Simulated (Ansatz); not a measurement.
Start from WSe2 (space group P6_3/mmc, No. 194; a = 3.230 Å, c = 12.411 Å; layered, stacked along the Cartesian z axis).

The values are results of PBEsol-D3(BJ) (Ansatz, a quantum-chemistry and plane-wave program, PAW, no SOC), not measurements.

Before the change:

The hole mass is 1.5 mₑ along c, 0.60 mₑ across (at Γ) and the pressure is 0.00 GPa.

Now apply this change: the cell is scaled by 1.0180 in all directions, atoms relaxed at fixed cell.

**Question.** How does this affect the hole mass and pressure?

**Answer.** The hole mass changes from 1.5 mₑ along c, 0.60 mₑ across (at Γ) to 1.5 mₑ along c, 0.61 mₑ across (at Γ); the pressure (mean of the normal stresses, compression positive) goes from zero to -3.74 GPa.

Spin-orbit coupling, missing from the scalar runs, can matter with W. The levels and masses belong to the bands next to the band gap. The cells carry an imposed strain or load. Effective masses come from finite differences of ±0.01 Å⁻¹. Whether these cells are dynamically stable was not tested.
